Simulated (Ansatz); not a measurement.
Worked example: self-consistent single point of Cd3Pt (I4mm, 4 atoms in the cell) in Ansatz (a program for electronic structure).

Method: LDA (PW92), default PAW files made with PBE (plane waves; Ansatz).

```
CELL_PARAMETERS angstrom
     -2.08638     2.08638     4.33726
      2.08638    -2.08638     4.33726
      2.08638     2.08638    -4.33726
ATOMIC_POSITIONS crystal
  Cd 0.75000 0.25000 0.50000
  Cd 0.25000 0.75000 0.50000
  Cd 0.50576 0.50576 0.00000
  Pt 0.00000 0.00000 0.00000
```

Reference input (self-consistent single point, DFT, LDA (PW92), plane waves, default PAW files made with PBE): basis.ecutwfc = 30.9 Ry; kpoints.mp_grid.grid = 11 11 11; hamiltonian.xc = lda; hamiltonian.pseudopotentials = {kind: paw} (the program's default PAW files); scf.occupations.method = fermi_dirac; scf.occupations.width = 0.0073 Ry. This run's input differs from it in these lines:

Ansatz 0.2 input:
```diff
@@ -14,3 +14,3 @@
   mp_grid:
-    grid: [11, 11, 11]
+    grid: [18, 18, 18]
 hamiltonian:
@@ -22,3 +22,3 @@
     method: fermi_dirac
-    width: 0.0073 Ry
+    width: 0.0735 Ry
 output:
```

Output, abridged:

```
SCF iter   1: F=—  HF=-36602.014095 eV  |F-HF|=—  |Δ(HF+E_count)|=         —  Δρ=2.48e-2  dr2=9.42e-1  ethr=1.77e-3  ⟨swp⟩=8.7  Hψ=127789  notcnv=0
all-band conjugate gradients solve this SCF's bands
preconditioner: auto → Kerker (q_TF=auto, 2.743 Å⁻¹)
SCF iter   2: F=—  HF=-36601.905987 eV  |F-HF|=—  |Δ(HF+E_count)|=   1.08e-1  Δρ=1.37e-2  dr2=3.40e-1  ethr=1.21e-3  ⟨swp⟩=1.0  Hψ=35041  notcnv=0
   [... lines left out ...]
SCF iter   5: F=—  HF=-36601.842509 eV  |F-HF|=—  |Δ(HF+E_count)|=   1.72e-4  Δρ=2.34e-4  dr2=4.42e-5  ethr=7.71e-7  ⟨swp⟩=2.5  Hψ=46218  notcnv=0
SCF iter   6: F=—  HF=-36601.842516 eV  |F-HF|=—  |Δ(HF+E_count)|=   7.68e-6  Δρ=5.21e-5  dr2=3.62e-6  ethr=5.67e-8  ⟨swp⟩=2.0  Hψ=47491  notcnv=0
SCF iter   7: F=—  HF=-36601.842515 eV  |F-HF|=—  |Δ(HF+E_count)|=   9.34e-7  Δρ=1.45e-5  dr2=3.17e-7  ethr=4.64e-9  ⟨swp⟩=1.0  Hψ=30240  notcnv=0
SCF iter   8: F=-36601.842515 eV  HF=-36601.842515 eV  |F-HF|=1.57e-8  |Δ(HF+E_count)|=   8.34e-8  Δρ=4.29e-6  dr2=2.24e-8  ethr=1.28e-10  ⟨swp⟩=6.3  Hψ=101500  notcnv=0
SCF 1 converged in 8 iterations: F = -36601.842515 eV  dr2 = 2.24e-8
Free energy (F): -36601.842515 eV
Internal energy: -36596.332863 eV  (E = F + TS)
E sigma→0 (E₀):  -36599.087689 eV
Entropy (-TS):   -5.509652 eV (-1377.413 meV/atom)
Fermi energy:    16.952070 eV
--- Forces (eV/Å), atoms counted from 1 ---
  atom   1  Cd     0.00000000    -0.00000000     0.11467347
  atom   2  Cd    -0.00000000     0.00000000     0.11467347
  atom   3  Cd    -0.00000000     0.00000000    -0.20439575
  atom   4  Pt     0.00000000     0.00000000    -0.02494763
--- Stress (GPa, compression-positive) ---
       -1.229824       0.000000       0.000000
        0.000000      -1.229824       0.000000
        0.000000      -0.000000      -2.804235
  P = ⅓ Tr σ = -1.7546 GPa (-17.546 kbar)
  The stress holds the Pulay correction. Without it, at fixed plane waves, as pw.x and ABINIT print it: P = -1.7868 GPa
```

The run converged in 8 iterations. Against the reference run the free energy drops by 610 meV/atom, the pressure goes from -8.69 to -1.75 GPa and the largest force goes from 0.197 to 0.204 eV/Å.

The starting cell comes from a database of computed structures (which also holds hypothetical and non-ambient phases and stackings), without a prior relaxation at this level. Its lattice was rescaled by up to half a per cent. One atom was moved a little off its site on purpose. Spin polarisation is off. Ansatz's pressure includes its estimate of the finite-basis (Pulay) stress.

Cost on one core of a shared machine: roughly 2 min.
